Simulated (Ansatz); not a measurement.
**Input and output of a self-consistent single point for Bi (R-3m, 2 atoms in the cell) (Ansatz, a program for electronic structure)**

Computed with PBE (plane waves, PAW; Ansatz).

This input was run:

Ansatz 0.2 input:
```yaml
crystal:
  lattice:
    - [4.227057, -2.308442, 0.000000]
    - [4.227057, 2.308442, 0.000000]
    - [2.966391, 0.000000, 3.794396]
  atoms:
    - { symbol: Bi, position: [0.234000, 0.234000, 0.234000] }
    - { symbol: Bi, position: [0.766000, 0.766000, 0.766000] }
basis:
  ecutwfc: 30.9 Ry
kpoints:
  mp_grid: { grid: [9, 9, 9] }
hamiltonian:
  xc: pbe
  pseudopotentials: { kind: paw }
scf:
  occupations: { method: gaussian, width: 0.02 Ry }
output:
  forces: true
  eigenvalues: true
  stress: true
```

Log, with long lists cut:

```
WARN ansatz: RAYON_NUM_THREADS=1 ignored (pool sized by the plan → 1); use --threads N
Pseudopotentials: kind: paw
Pseudopotential: Bi, paw, valence charge 15
Crystal: 2 atoms, lattice volume = 74.051 Å³
Basis set: ecut = 420.4159175005146 eV, 1435 PW (Γ), exchange–correlation on 72×72×72 points (8 copies of the dense FFT grid, shifted against one another)
Bands: 19, of which v1, the nominal top of the filled ones, is band 15 counted from 1 (14 counted from 0)
Symmetry: 12 space group operations
Space group: R-3m (ITA 166), of the structure as read, at distance tolerance 4.2e-5 Å
k-points: 85 of 729
Initial density: superposition of atomic densities (neutral atoms: chi_scale 0, normalization atom), corrected by the library's trained network
Initial wavefunctions: pseudopotential atomic-orbital guess
Eigensolver: davidson
Functional: x = pbe(κ = 0.804, μ = 0.2195149727645171), c = pbe(β = 0.06672455060314922)
SCF iter   1: F=—  HF=-24793.112574 eV  |F-HF|=—  |Δ(HF+E_count)|=         —  Δρ=1.23e-3  dr2=1.10e-3  ethr=1.77e-3  ⟨swp⟩=5.4  Hψ=7027  notcnv=0
all-band conjugate gradients solve this SCF's bands
preconditioner: auto → Kerker (q_TF=auto, 2.347 Å⁻¹)
SCF iter   2: F=—  HF=-24793.112066 eV  |F-HF|=—  |Δ(HF+E_count)|=   5.07e-4  Δρ=7.51e-4  dr2=3.96e-4  ethr=3.67e-6  ⟨swp⟩=2.7  Hψ=3722  notcnv=0
SCF iter   3: F=—  HF=-24793.112192 eV  |F-HF|=—  |Δ(HF+E_count)|=   1.25e-4  Δρ=2.81e-4  dr2=5.29e-5  ethr=1.32e-6  ⟨swp⟩=2.0  Hψ=2891  notcnv=0
SCF iter   4: F=—  HF=-24793.112190 eV  |F-HF|=—  |Δ(HF+E_count)|=   1.60e-6  Δρ=1.23e-4  dr2=1.48e-5  ethr=1.76e-7  ⟨swp⟩=2.2  Hψ=2904  notcnv=0
SCF iter   5: F=—  HF=-24793.112194 eV  |F-HF|=—  |Δ(HF+E_count)|=   3.75e-6  Δρ=3.69e-5  dr2=1.68e-6  ethr=4.95e-8  ⟨swp⟩=3.0  Hψ=2936  notcnv=0
SCF iter   6: F=—  HF=-24793.112195 eV  |F-HF|=—  |Δ(HF+E_count)|=   6.25e-7  Δρ=1.03e-5  dr2=1.04e-7  ethr=5.60e-9  ⟨swp⟩=2.0  Hψ=2042  notcnv=0
SCF iter   7: F=-24793.112195 eV  HF=-24793.112195 eV  |F-HF|=3.94e-9  |Δ(HF+E_count)|=   7.48e-8  Δρ=2.80e-6  dr2=8.87e-9  ethr=3.33e-10  ⟨swp⟩=6.2  Hψ=7950  notcnv=0
SCF 1 converged in 7 iterations: F = -24793.112195 eV  dr2 = 8.87e-9
SCF converged after 7 iterations
Free energy (F): -24793.112195 eV
Harris-Foulkes:  -24793.112195 eV  (|F-HF|=3.94e-9)
Internal energy: -24793.103002 eV  (E = F + TS)
E sigma→0 (E₀):  -24793.107598 eV
Entropy (-TS):   -0.009193 eV (-4.597 meV/atom)
Fermi energy:    9.015490 eV
--- Per-component energies (eV) ---
  E_band       = -237.736263
  E_kinetic    = 603.666073
  E_local      = -3187.528801  (includes V_loc(G=0)·N_el)
  E_nonlocal   = 1118.905589
  E_hartree    = 1043.425222
  E_xc         = -301.675324
  E_vxc        = -287.333801  (∫ρ·V_xc dr)
  E_paw        = -21326.461965  (= ΣΔE_a)
  E_vpaw       = -572.296839  (= ΣTr[D̂ρ^β])
  E_aug_tail   = -0.000876  (compensation charges beyond the density's cutoff)
  E_ewald      = -2743.432921
  E_smearing   = -0.009193  (= −TS)
  E_closure    = 0.000000  (closes the sum)
  Σ components = -24793.112195   (vs F -24793.112195, Δ=0.00e0)
--- Forces (eV/Å), atoms counted from 1 ---
  atom   1  Bi    -0.02024010    -0.00000000    -0.00672466
  atom   2  Bi     0.02024010     0.00000000     0.00672466
  max |Σ_I F_I| component: 1.85e-17 eV/Å
--- Stress (GPa, compression-positive) ---
       -0.113444       0.000000       0.125598
        0.000000      -0.491472       0.000000
        0.125598       0.000000      -0.449743
  P = ⅓ Tr σ = -0.3516 GPa (-3.516 kbar)
  The stress holds the Pulay correction. Without it, at fixed plane waves, as pw.x and ABINIT print it: P = -0.3793 GPa
--- Band table (eV; the first three rows and the last of 85) ---
  k-point 0: bands = ["-13.8728", "-13.8728", "-13.7433", "-13.7433", "-13.7279", "-13.5865", "-13.5774", "-13.5774", "-13.4693", "-13.4693", "-3.7756", "1.3529", "7.6106", "7.8413", "7.8413", "11.4121", "11.8432", "11.8432", "14.6172"]
  k-point 1: bands = ["-13.8652", "-13.8629", "-13.7399", "-13.7375", "-13.7229", "-13.5913", "-13.5823", "-13.5805", "-13.4800", "-13.4772", "-3.6674", "1.1193", "7.6594", "7.8328", "7.8330", "11.1815", "11.3723", "11.5823", "14.1811"]
  k-point 2: bands = ["-13.8444", "-13.8346", "-13.7316", "-13.7211", "-13.7077", "-13.6072", "-13.5965", "-13.5877", "-13.5098", "-13.4989", "-3.3474", "0.5008", "7.6752", "7.8239", "7.9479", "10.2873", "10.8324", "10.9953", "14.1433"]
  k-point 84: bands = ["-13.7979", "-13.7977", "-13.7150", "-13.7117", "-13.6949", "-13.6164", "-13.6022", "-13.6003", "-13.5529", "-13.5508", "-2.5691", "-0.7837", "6.8096", "8.0242", "8.3961", "9.6411", "10.1706", "11.3282", "15.5373"]
```

The run converged in 7 iterations.

The starting cell has typed, rounded lattice constants, without a prior relaxation at this level. Its lattice was rescaled by a random factor within 2.5 % of one. Spin-orbit coupling is off. Ansatz's pressure includes its estimate of the finite-basis (Pulay) stress.
